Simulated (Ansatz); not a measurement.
The starting structures come from a database of crystals and need not be the phases stable at ambient conditions.

 Where the default PAW files enter, the runs use the earlier of Ansatz's two default sets.

Crystal: CsTlF₃ (Fm-3m, not sure to be the ambient phase, 10 atoms a cell, 21.8 Å³ an atom); planes in its conventional cell.

Method: r2SCAN (plane waves, PAW; Ansatz, a first-principles code).

The gap is the functional's own. No spin-orbit coupling. Mid-gap values are interpolated on the energy grid.

```csv
plane,area of the cell (Å²),mid-gap κ (1/Å),largest κ in the gap (1/Å)
(001),45.7,0.35,0.35
(111),39.6,…,…
```

Task: The slowest decay depends on the direction. Supply the withheld values.

Result: 
- (111), mid-gap κ (1/Å): 0.28
- (111), largest κ in the gap (1/Å): 0.28
